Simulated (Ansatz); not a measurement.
Output of an Ansatz run (abridged):

```
WARN ansatz: RAYON_NUM_THREADS=1 ignored (pool sized by the plan → 1); use --threads N
basis.fft_grid_basis auto: the FFT boxes are laid along the combinations [[1, 0, -1], [0, 1, -1], [0, 0, 1]] of the cell's own vectors, 3.075, 3.075 and 5.822 …
Pseudopotentials: kind: paw
Pseudopotential: Mg, paw, valence charge 10
Pseudopotential: Zr, paw, valence charge 12
Crystal: 2 atoms, lattice volume = 45.407 Å³
Basis set: ecut = 420 eV, 877 PW (Γ), FFT grids on a1−a3, a2−a3, a3
Bands: 15, of which v1, the nominal top of the filled ones, is band 11 counted from 1 (10 counted from 0)
Symmetry: 12 space group operations
Space group: R-3m (ITA 166), of the structure as read, at distance tolerance 3.6e-5 Å
k-points: 189 of 1728
PAW frozen core: Mg, regenerated for the run's functional, and the local potential with it
PAW frozen core: Zr, regenerated for the run's functional, and the local potential with it
Initial density: superposition of atomic densities (neutral atoms: chi_scale 0, normalization atom), corrected by the library's trained network
Initial wavefunctions: pseudopotential atomic-orbital guess
Eigensolver: davidson
Functional: x = slater, c = lda
SCF iter   1: F=—  HF=-5978.936857 eV  |F-HF|=—  |Δ(HF+E_count)|=         —  Δρ=6.06e-3  dr2=7.70e-3  ethr=1.77e-3  ⟨swp⟩=5.0  Hψ=13076  notcnv=0
all-band conjugate gradients solve this SCF's bands
preconditioner: auto → Kerker (q_TF=auto, 2.418 Å⁻¹)
SCF iter   2: F=—  HF=-5978.931727 eV  |F-HF|=—  |Δ(HF+E_count)|=   5.13e-3  Δρ=3.11e-3  dr2=2.36e-3  ethr=3.50e-5  ⟨swp⟩=2.1  Hψ=6066  notcnv=0
SCF iter   3: F=—  HF=-5978.931258 eV  |F-HF|=—  |Δ(HF+E_count)|=   4.68e-4  Δρ=7.41e-4  dr2=2.50e-4  ethr=1.07e-5  ⟨swp⟩=2.0  Hψ=4098  notcnv=0
SCF iter   4: F=—  HF=-5978.931249 eV  |F-HF|=—  |Δ(HF+E_count)|=   9.17e-6  Δρ=1.50e-4  dr2=6.23e-6  ethr=1.13e-6  ⟨swp⟩=2.7  Hψ=4961  notcnv=0
SCF iter   5: F=—  HF=-5978.931247 eV  |F-HF|=—  |Δ(HF+E_count)|=   2.41e-6  Δρ=3.91e-5  dr2=6.75e-7  ethr=2.83e-8  ⟨swp⟩=2.0  Hψ=3811  notcnv=0
SCF iter   6: F=-5978.931247 eV  HF=-5978.931247 eV  |F-HF|=1.14e-8  |Δ(HF+E_count)|=   1.48e-7  Δρ=8.70e-6  dr2=4.09e-8  ethr=4.55e-10  ⟨swp⟩=5.9  Hψ=12934  notcnv=0
SCF 1 converged in 6 iterations: F = -5978.931247 eV  dr2 = 4.09e-8
SCF converged after 6 iterations
Free energy (F): -5978.931247 eV
Harris-Foulkes:  -5978.931247 eV  (|F-HF|=1.14e-8)
Internal energy: -5978.889568 eV  (E = F + TS)
E sigma→0 (E₀):  -5978.910407 eV
Entropy (-TS):   -0.041679 eV (-20.839 meV/atom)
Fermi energy:    9.622563 eV
--- Per-component energies (eV) ---
  E_band       = -459.127770
  E_kinetic    = 408.064069
  E_local      = -2253.342407  (includes V_loc(G=0)·N_el)
  E_nonlocal   = 181.896960
  E_hartree    = 771.633055
  E_xc         = -188.159243
  E_vxc        = -226.614125  (∫ρ·V_xc dr)
  E_paw        = -3120.605696  (= ΣΔE_a)
  E_vpaw       = -112.393039  (= ΣTr[D̂ρ^β])
  E_aug_tail   = 0.000024  (compensation charges beyond the density's cutoff)
  E_ewald      = -1778.897210
  E_core_change = 0.520880  (= ΣΔE_core)
  E_smearing   = -0.041679  (= −TS)
  E_closure    = 0.000000  (closes the sum)
  Σ components = -5978.931247   (vs F -5978.931247, Δ=0.00e0)
--- Forces (eV/Å), atoms counted from 1 ---
  atom   1  Mg    -0.00000000     0.00000000     0.00000000
  atom   2  Zr     0.00000000     0.00000000     0.00000000
  max |Σ_I F_I| component: 6.73e-29 eV/Å
--- Stress (GPa, compression-positive) ---
       -5.062176       0.000000      -0.000000
        0.000000      -5.062176       0.000000
        0.000000       0.000000      -4.697487
  P = ⅓ Tr σ = -4.9406 GPa (-49.406 kbar)
  The stress holds the Pulay correction. Without it, at fixed plane waves, as pw.x and ABINIT print it: P = -4.9481 GPa
--- Band table (eV; the first three rows and the last of 189) ---
  k-point 0: bands = ["-65.1835", "-38.9536", "-32.6076", "-32.6076", "-32.5763", "-17.1187", "-16.4339", "-16.4339", "3.3608", "6.9723", "8.7748", "11.0040", "11.0040", "13.0959", "13.5384"]
  k-point 1: bands = ["-65.1832", "-38.9436", "-32.6101", "-32.6082", "-32.5760", "-17.1075", "-16.5095", "-16.4507", "3.5333", "7.1821", "8.7486", "10.7629", "11.2120", "13.1576", "13.4486"]
  k-point 2: bands = ["-65.1826", "-38.9161", "-32.6171", "-32.6099", "-32.5750", "-17.0765", "-16.7121", "-16.4963", "4.0307", "7.7068", "8.7015", "10.2649", "11.8192", "13.0348", "13.2150"]
  k-point 188: bands = ["-65.1835", "-38.9537", "-32.6076", "-32.6076", "-32.5761", "-17.1217", "-16.4340", "-16.4340", "4.4545", "5.1784", "8.6884", "11.0047", "11.0047", "13.5758", "13.5758"]
```

The structure:

```
CELL_PARAMETERS angstrom
      1.53750     0.88768     5.54497
     -1.53750     0.88768     5.54497
      0.00000    -1.77536     5.54497
ATOMIC_POSITIONS crystal
  Mg 0.00000 0.00000 0.00000
  Zr 0.50000 0.50000 0.50000
```

### Question
What input produced this log?

### Answer
Other spellings and defaults could give the same log, and not every line can be read from it. The input that was run (DFT, LDA (PW92), plane waves, default PAW files made with PBE):

Ansatz 0.2 input:
```yaml
crystal:
  lattice:
    - [1.537504, 0.887678, 5.544972]
    - [-1.537504, 0.887678, 5.544972]
    - [0.000000, -1.775356, 5.544972]
  atoms:
    - { symbol: Mg, position: [0.000000, 0.000000, 0.000000] }
    - { symbol: Zr, position: [0.500000, 0.500000, 0.500000] }
basis:
  ecutwfc: 420.0 eV
kpoints:
  mp_grid: { grid: [12, 12, 12] }
hamiltonian:
  xc: lda
  pseudopotentials: { kind: paw }
scf:
  occupations: { method: fermi_dirac, width: 0.1 eV }
output:
  forces: true
  eigenvalues: true
  stress: true
```

The starting cell comes from a database of computed structures (which also holds hypothetical and non-ambient phases and stackings), without a prior relaxation at this level. Its lattice was rescaled by up to half a per cent. With a pressure of about -5 GPa the cell is away from its equilibrium volume at this level. Ansatz's pressure includes its estimate of the finite-basis (Pulay) stress.

Ansatz is an electronic-structure program.
